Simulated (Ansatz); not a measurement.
The reference is AlN in the wurtzite structure (space group P6_3mc, No. 186; a = 3.089 Å, c = 4.943 Å).

All numbers come from LDA, PAW, 420 eV (Ansatz, a first-principles code; without spin-orbit coupling).

Base values:

The band gap comes out as 4.42 eV and the electron mass is 0.32 mₑ (at Γ). The valence-band top at Γ comes out as 0.00, -0.23, -0.23 eV.

One thing is altered: the cell is scaled by 1.0060 in all directions, atoms relaxed at fixed cell.

Question: What does the calculation give for the band gap, energy relative to the base, electron mass and valence-band top at Γ after the change?

Answer: The band gap falls by 0.16 eV, from 4.42 eV to 4.26 eV; the energy grows by 2.2 meV/atom; the electron mass goes from 0.32 mₑ (at Γ) to 0.31 mₑ (at Γ); the valence-band top at Γ (three highest levels, from the VBM) becomes 0.00, -0.22, -0.22 eV (base: 0.00, -0.23, -0.23 eV).

The cells carry an imposed strain or load. Effective masses come from finite differences of ±0.01 Å⁻¹. Stability against distortions was not tested.
